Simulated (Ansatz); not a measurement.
LaBi (model structure, started from the wurtzite type, P6₃/mmc, No. 194, 4 atoms in the cell) was calculated with PBE in Ansatz (plane waves, PAW).

Run with plane-wave cutoff 520 eV, scalar-relativistic PAW data made under PBE.

Cell (relaxed at this level):

```
BiLa
1.0
    5.65718     0.00000     0.00000
   -2.82859     4.89926     0.00000
    0.00000     0.00000     6.58891
La Bi
2 2
Cartesian
  2.82859   1.63309   0.41264
  0.00000   3.26617   3.70709
  2.82859   1.63309   3.70675
  0.00000   3.26617   0.41229
```

Task: What does this level give for the bulk modulus B0?

Result: 
* **bulk modulus B0**: 35.1 GPa

Note: the bulk modulus is −V dP/dV from two relaxed cells at ±2 % in volume; the relaxation could raise the start's symmetry but not lower it, so the cell can be a saddle point.

Spin–orbit coupling is not included; it can shift volumes and moduli of such heavy elements.

Cost on a shared machine: around 5 core-minutes (rough).

A model structure was made by putting elements into a prototype or built by hand; it is no filed structure, need not be a known phase, and can be a saddle point held by its symmetry.

Ansatz is a quantum-chemistry and plane-wave program.
